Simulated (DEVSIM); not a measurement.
**Si p+/n-/n+ power diode**

System: Si p+/n-/n+ power diode, at 300 K.

| layer (left to right) | material | thickness (μm) | Nd (cm⁻³) | Na (cm⁻³) | τn (s) | τp (s) |
|---|---|---|---|---|---|---|
| 1 | Si | 0.920 | - | 1.5e18 | 4.6e-7 | 4.6e-7 |
| 2 | Si | 5.20 | 1.3e14 | - | 4.6e-7 | 1.4e-5 |
| 3 | Si | 4.40 | 2.5e18 | - | 4.6e-7 | 4.6e-7 |

Left contact: ohmic. Right contact: ohmic. Voltage is applied to the left contact. Recombination: SRH at mid-gap. Mobility is μmin + (μ − μmin)/(1 + (N/Nref)^α).

Constants are typed, rounded textbook-type inputs, not results; the design itself was drawn at random and stands for no fabricated device. Values at 300 K.

| parameter | Si |
|---|---|
| gap (eV) | 1.124 |
| affinity (eV) | 4.05 |
| permittivity | 11.7 |
| Nc (cm⁻³) | 2.86e19 |
| Nv (cm⁻³) | 3.1e19 |
| μn (cm²/Vs) | 1417 |
| μp (cm²/Vs) | 470 |
| μn,min | 52 |
| μp,min | 45 |
| Nref,n | 9.7e16 |
| Nref,p | 2.2e17 |
| αn | 0.68 |
| αp | 0.72 |

Simulated with DEVSIM: 1D drift-diffusion, Boltzmann statistics, complete ionisation; no tunnelling, impact ionisation, image-force lowering or self-heating.

The potential step across the device at zero bias is 0.983 V and the dark forward voltage at 1 A/cm² comes out as 0.716 V. The dark forward voltage at 100 A/cm² is 0.839 V.

Dark reverse current:

```tsv
V (V)	J (A/cm²)
-2.00	-3.9e-8
-5.00	-5.3e-8
-10.00	-5.7e-8
-15.00	-5.9e-8
-20.00	-6.0e-8
-30.00	-6.0e-8
-40.00	-6.1e-8
-50.00	-6.1e-8
-65.00	-6.1e-8
-80.00	-6.2e-8
-100.00	-6.2e-8
```

Dark forward current:

```csv
V (V),J (A/cm²)
0.05,1.3e-8
0.10,5.3e-8
0.15,1.7e-7
0.20,5.2e-7
0.25,1.6e-6
0.30,4.9e-6
0.35,1.6e-5
0.40,5.9e-5
0.45,0.00024
0.50,0.00097
0.55,0.0038
0.60,0.017
0.65,0.090
0.70,0.55
0.75,3.6
0.80,23
0.85,150
0.90,790
0.95,2900
```
